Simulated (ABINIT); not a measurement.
## Worked example: self-consistent single point of GaSn₃ (Fm-3m, 4 atoms in the cell) in ABINIT

Method of the run: LDA (PW92), PAW (JTH v2.0 LDA PAW) (plane waves; ABINIT 10.0.3).

Input:

```
# GaSn3, JTH v2.0 LDA PAW
pp_dirpath "./"
pseudos "Ga.LDA_PW-JTH.xml, Sn.LDA_PW-JTH.xml"
acell 5.2410118225 5.2410118225 5.2410118225 Angstrom
rprim
         0.0000000000    0.7071067812    0.7071067812
         0.7071067812    0.0000000000    0.7071067812
         0.7071067812    0.7071067812    0.0000000000
natom 4
ntypat 2
znucl 31 50
typat 1 2 2 2
xred
         0.0000000000    0.0000000000    0.0000000000
         0.2500000000    0.2500000000    0.2500000000
         0.7500000000    0.7500000000    0.7500000000
         0.5000000000    0.5000000000    0.5000000000
ecut 40 Ry
pawecutdg 80 Ry
pawxcdev 0
occopt 3
tsmear 0.00499791
nband 36
kptopt 1
ngkpt 9 9 9
nshiftk 1
shiftk 0 0 0
nstep 100
tolvrs 1.0e-10
prtwf 0
prtden 0
prtvol 1
enunit 2
```

The program printed (abridged):

```
 Symmetries : space group Fm -3 m (#225); Bravais cF (face-center cubic)

 -outvars: echo values of preprocessed input variables --------
            acell      9.9040770037E+00  9.9040770037E+00  9.9040770037E+00 Bohr
             ecut      2.00000000E+01 Hartree
           enunit           2
              ixc       -1012
         kptrlatt        9    0    0      0    9    0      0    0    9
          kptrlen      8.91366930E+01
            natom           4
            nband          36
            ngfft          40      40      40
          ngfftdg          60      60      60
             nkpt          35
            nstep         100
             nsym          48
           ntypat           2
           occopt           3
        pawecutdg      4.00000000E+01 Hartree
         pawxcdev           0
            rprim      0.0000000000E+00  7.0710678120E-01  7.0710678120E-01
                       7.0710678120E-01  0.0000000000E+00  7.0710678120E-01
                       7.0710678120E-01  7.0710678120E-01  0.0000000000E+00
          spgroup         225
           tolvrs      1.00000000E-10
           tsmear      4.99791000E-03 Hartree
            typat      1  2  2  2
           useylm           1
             xred      0.0000000000E+00  0.0000000000E+00  0.0000000000E+00
                       2.5000000000E-01  2.5000000000E-01  2.5000000000E-01
                       7.5000000000E-01  7.5000000000E-01  7.5000000000E-01
                       5.0000000000E-01  5.0000000000E-01  5.0000000000E-01
            znucl       31.00000   50.00000

== DATASET  1 ==================================================================

 Real(R)+Recip(G) space primitive vectors, cartesian coordinates (Bohr,Bohr^-1):
 R(1)=  0.0000000  7.0032400  7.0032400  G(1)= -0.0713955  0.0713955  0.0713955
 R(2)=  7.0032400  0.0000000  7.0032400  G(2)=  0.0713955 -0.0713955  0.0713955
 R(3)=  7.0032400  7.0032400  0.0000000  G(3)=  0.0713955  0.0713955 -0.0713955
 Unit cell volume ucvol=  6.8695300E+02 bohr^3
 Angles (23,13,12)=  6.00000000E+01  6.00000000E+01  6.00000000E+01 degrees

 Coarse grid specifications (used for wave-functions):

 getcut: wavevector=  0.0000  0.0000  0.0000  ngfft=  40  40  40
         ecut(hartree)=     20.000   => boxcut(ratio)=   2.00616

 Fine grid specifications (used for densities):

 getcut: wavevector=  0.0000  0.0000  0.0000  ngfft=  60  60  60
         ecut(hartree)=     40.000   => boxcut(ratio)=   2.12786

   5.29030679E+03                                ecore*ucvol(ha*bohr**3)

_setup2: Arith. and geom. avg. npw (full set) are    2936.333    2936.314

--- !BeginCycle
solver: {iscf: 17, nstep: 100, nline: 4, wfoptalg: 10, }
tolerances: {tolvrs: 1.00E-10, }
...

     iter   Etot(hartree)      deltaE(h)  residm     nres2
 ETOT  1  -288.53627260007    -2.885E+02 3.436E-01 2.496E+00
 ETOT  2  -288.89841759375    -3.621E-01 4.862E-02 7.965E-01
 ETOT  3  -288.89682438911     1.593E-03 8.452E-03 1.303E-01
 ETOT  4  -288.89669169694     1.327E-04 6.155E-03 8.302E-03
 ETOT  5  -288.89666467159     2.703E-05 1.724E-03 3.857E-04
 ETOT  6  -288.89666511121    -4.396E-07 7.587E-04 6.265E-06
 ETOT  7  -288.89666513372    -2.250E-08 6.281E-04 5.354E-07
 ETOT  8  -288.89666513403    -3.171E-10 2.954E-04 9.044E-09
 ETOT  9  -288.89666513405    -2.166E-11 2.617E-04 1.311E-09
 ETOT 10  -288.89666513405     2.728E-12 1.647E-04 1.023E-10
 ETOT 11  -288.89666513406    -3.809E-12 1.706E-04 6.511E-12

 At SCF step   11       nres2   =  6.51E-12 < tolvrs=  1.00E-10 =>converged.

 Cartesian components of stress tensor (hartree/bohr^3)
  sigma(1 1)=  1.03343102E-04  sigma(3 2)=  0.00000000E+00
  sigma(2 2)=  1.03343102E-04  sigma(3 1)=  0.00000000E+00
  sigma(3 3)=  1.03343102E-04  sigma(2 1)=  0.00000000E+00

 ----iterations are completed or convergence reached----

 reduced coordinates (array xred) for    4 atoms
       0.000000000000      0.000000000000      0.000000000000
       0.250000000000      0.250000000000      0.250000000000
       0.750000000000      0.750000000000      0.750000000000
       0.500000000000      0.500000000000      0.500000000000
 cartesian forces (eV/Angstrom) at end:
    1     -0.00000000000000    -0.00000000000000     0.00000000000000
    2     -0.00000000000000    -0.00000000000000     0.00000000000000
    3      0.00000000000000    -0.00000000000000    -0.00000000000000
    4     -0.00000000000000    -0.00000000000000     0.00000000000000
 frms,max,avg= 9.9704333E-30 2.3169193E-29   0.000E+00  0.000E+00  0.000E+00 e/A
 length scales=  9.904077003741  9.904077003741  9.904077003741 bohr
              =  5.241011822500  5.241011822500  5.241011822500 angstroms
 Fermi (or HOMO) energy (hartree) =   0.22273   Average Vxc (hartree)=  -0.38045
 Eigenvalues (hartree) for nkpt=  35  k points:
 kpt#   1, nband= 36, wtk=  0.00137, kpt=  0.0000  0.0000  0.0000 (reduced coord)
  -0.56294   -0.56294   -0.56271   -0.56271   -0.56271   -0.56062   -0.56062   -0.56062
  -0.55767   -0.55767   -0.55740   -0.55740   -0.55621   -0.55621   -0.55621   -0.32338
  -0.32338   -0.32338   -0.32288   -0.32288   -0.18250    0.03958    0.06122    0.15665
   0.17569    0.17569    0.17569    0.18533    0.18533    0.18533    0.22710    0.22710
   0.22710    0.38393    0.38393    0.54146
      occupation numbers for kpt#   1
   2.00000    2.00000    2.00000    2.00000    2.00000    2.00000    2.00000    2.00000
   2.00000    2.00000    2.00000    2.00000    2.00000    2.00000    2.00000    2.00000
   2.00000    2.00000    2.00000    2.00000    2.00000    2.00000    2.00000    2.00000
   1.99984    1.99984    1.99984    1.99888    1.99888    1.99888    0.58921    0.58921
   0.58921    0.00000    0.00000    0.00000
 prteigrs : prtvol=0 or 1, do not print more k-points.

 Fermi (or HOMO) energy (eV) =   6.06085   Average Vxc (eV)= -10.35263
 Eigenvalues (   eV  ) for nkpt=  35  k points:
 kpt#   1, nband= 36, wtk=  0.00137, kpt=  0.0000  0.0000  0.0000 (reduced coord)
 -15.31842  -15.31842  -15.31221  -15.31221  -15.31221  -15.25517  -15.25517  -15.25517
 -15.17493  -15.17493  -15.16772  -15.16772  -15.13523  -15.13523  -15.13523   -8.79965
  -8.79965   -8.79965   -8.78598   -8.78598   -4.96602    1.07696    1.66591    4.26263
   4.78072    4.78072    4.78072    5.04314    5.04314    5.04314    6.17959    6.17959
   6.17959   10.44726   10.44726   14.73382
 prteigrs : prtvol=0 or 1, do not print more k-points.

--- !EnergyTerms
comment             : Components of total free energy in Hartree
kinetic             :  4.02178166205055E+01
hartree             :  9.35977828025086E+01
xc                  : -2.20949925550155E+01
Ewald energy        : -1.96591357328240E+02
psp_core            :  7.70111894136546E+00
local_psp           : -2.59681956661957E+02
spherical_terms     :  4.79602427492401E+01
internal            : -2.88891345431593E+02
'-kT*entropy'       : -5.31823295682662E-03
total_energy        : -2.88896663664550E+02
total_energy_eV     : -7.86127801084939E+03
...

-Cartesian components of stress tensor (GPa)         [Pressure= -3.0405E+00 GPa]
- sigma(1 1)=  3.04045853E+00  sigma(3 2)=  0.00000000E+00
- sigma(2 2)=  3.04045853E+00  sigma(3 1)=  0.00000000E+00
- sigma(3 3)=  3.04045853E+00  sigma(2 1)=  0.00000000E+00

 Calculation completed.
```

The run converged in 11 iterations.

The starting cell comes from a database of computed structures (which also holds hypothetical and non-ambient phases and stackings), without a prior relaxation at this level. With a pressure of about -3 GPa the cell is away from its equilibrium volume at this level.

Cost on one core of a shared machine: roughly 4 min.
